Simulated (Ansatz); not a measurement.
Density of states of Rh (Fm-3m) near the Fermi level, PBEsol, rigid bands (Ansatz, an electronic-structure program).

```
E − E_F (eV) | states/eV/cell
    -1.95 | ################ 1.14
    -1.85 | ################ 1.13
    -1.75 | ################# 1.20
    -1.65 | ################### 1.38
    -1.55 | #################### 1.44
    -1.45 | #################### 1.45
    -1.35 | ##################### 1.49
    -1.25 | ####################### 1.67
    -1.15 | ################### 1.39
    -1.05 | ################## 1.30
    -0.95 | ################## 1.33
    -0.85 | ################# 1.25
    -0.75 | ################# 1.20
    -0.65 | ################ 1.16
    -0.55 | ################ 1.14
    -0.45 | ################ 1.13
    -0.35 | ################ 1.13
    -0.25 | ################ 1.15
    -0.15 | ################ 1.17
    -0.05 | ################# 1.21
     0.05 | ################## 1.27
     0.15 | ################### 1.36
     0.25 | ##################### 1.50
     0.35 | ######################### 1.83
     0.45 | ############################## 2.15
     0.55 | ############################## 2.16
     0.65 | ####################### 1.69
     0.75 | ################## 1.27
     0.85 | ############# 0.94
     0.95 | ########### 0.79
     1.05 | ##### 0.36
     1.15 | ### 0.22
     1.25 | ### 0.22
     1.35 | ### 0.23
     1.45 | ### 0.23
     1.55 | ### 0.23
     1.65 | ### 0.23
     1.75 | ### 0.23
     1.85 | ### 0.23
     1.95 | ### 0.23
```

Task: With 1 atom a cell, what bare Sommerfeld coefficient γ = (π²/3) k_B² N(E_F) follows?

Result: N(E_F) ≈ 1.24 states/eV a cell at 300 K, so γ ≈ 2.9 mJ/(mol of atoms·K²), before many-body enhancement (phonons, spin fluctuations, correlation).

Task: How far does the Fermi level move in a rigid band for 0.1 electron a cell added or removed?

Result: 79 meV and -82 meV.

A metal at this level (no band gap); rigid bands, thermally averaged at 300 K, both spins. Spin-orbit coupling is left out. Geometry: cell and atoms relaxed with PBEsol.
